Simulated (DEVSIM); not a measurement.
Structure: Si n-i-p diode, at 300 K.

```csv
layer (left to right),material,thickness (μm),Nd (cm⁻³),Na (cm⁻³),τn (s),τp (s)
1,Si,0.500,3.5e17,-,4.2e-5,4.2e-5
2,Si,4.70,-,7.9e12,4.2e-5,4.2e-5
3,Si,2.40,-,1.4e18,4.2e-5,4.2e-5
```

Left contact: ohmic. Right contact: ohmic. Voltage is applied to the left contact. Recombination: SRH at mid-gap, Auger. Gap narrowing is on: ΔEg = 6.92 meV × (l + √(l² + 0.5)), l = ln(N/1.3e17 cm⁻³), shared equally by both band edges. Mobility is μmin + (μ − μmin)/(1 + (N/Nref)^α).

This is a model device: material constants are rounded textbook-type values typed into the input, and sizes, dopings and lifetimes were drawn at random. Values at 300 K.

```tsv
parameter	Si
gap (eV)	1.124
affinity (eV)	4.05
permittivity	11.7
Nc (cm⁻³)	2.86e19
Nv (cm⁻³)	3.1e19
μn (cm²/Vs)	1417
μp (cm²/Vs)	470
μn,min	52
μp,min	45
Nref,n	9.7e16
Nref,p	2.2e17
αn	0.68
αp	0.72
Cn (cm⁶/s)	2.8e-31
Cp (cm⁶/s)	9.9e-32
```

Model (solved in DEVSIM): 1D drift-diffusion, Boltzmann statistics, complete ionisation; no tunnelling, impact ionisation, image-force lowering or self-heating.

Base results: dark forward voltage at 100 A/cm² (V) 0.783; dark forward voltage at 1 A/cm² (V) 0.651.

Q: What follows from this one change: thickness of layer 2 4.7 → 2.8 μm?

A: dark forward voltage at 100 A/cm² 0.783 → 0.778 V; dark forward voltage at 1 A/cm² little changed (0.650 V).

Q: What follows from this one change: constant mobility in place of the doping-dependent one?

A: dark forward voltage at 100 A/cm² 0.783 → 0.760 V; dark forward voltage at 1 A/cm² 0.651 → 0.628 V.
